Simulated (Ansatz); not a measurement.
Level of theory: PBE (plane waves to 420 eV, PAW; Ansatz, a first-principles code).

Plane-averaged electrostatic potential energy along the normal, in eV from the Fermi level, for the (112) surface of tetragonal WSi2 in its 1x1 cell (cut with top plane Si, bottom plane Si), outermost plane spacing 0.67 Å in the ideal cut (one of several cuts of this face), with 2 Si a cell over the bulk's ratio:

```
z (Å)  V (eV)
-----  ------
3.94     4.47
4.22     4.47
4.50     4.47
4.78     4.47
5.06     4.46
5.34     4.46
5.62     4.45
5.91     4.44
6.19     4.40
6.47     4.33
6.75     4.17
7.03     3.84
7.31     3.15
7.59     1.75
7.88    -1.00
8.16    -4.45
8.44    -7.95
8.72   -10.42
9.00   -11.88
9.28   -12.68
9.56   -13.19
9.84   -12.74
10.12  -11.13
10.41   -9.34
10.69   -8.78
10.97  -10.03
11.25  -11.17
11.53  -11.55
11.81  -11.74
12.09  -11.44
12.38  -10.86
12.66  -10.56
12.94  -10.75
13.22  -10.91
13.50  -10.66
13.78  -10.91
14.06  -10.75
14.34  -10.56
14.62  -10.86
14.91  -11.44
15.19  -11.74
15.47  -11.55
15.75  -11.17
16.03  -10.03
16.31   -8.78
16.59   -9.34
16.88  -11.13
17.16  -12.74
17.44  -13.19
17.72  -12.68
18.00  -11.88
18.28  -10.42
18.56   -7.95
18.84   -4.45
19.12   -1.00
19.41    1.75
19.69    3.15
19.97    3.84
20.25    4.17
20.53    4.33
20.81    4.40
21.09    4.44
21.38    4.45
21.66    4.46
21.94    4.46
22.22    4.47
22.50    4.47
22.78    4.47
23.06    4.47
```

Set-up: 17 atoms, Si12W5, 10.5 Å thick at the start; mesh 8x8x1; 0.1 eV smearing; dipole correction on; all atoms relaxed; symmetry of the start imposed; no spin, no spin-orbit, no U.

The vacuum level lies 4.47 eV above the Fermi level over the top face and 4.47 eV above it under the bottom face.
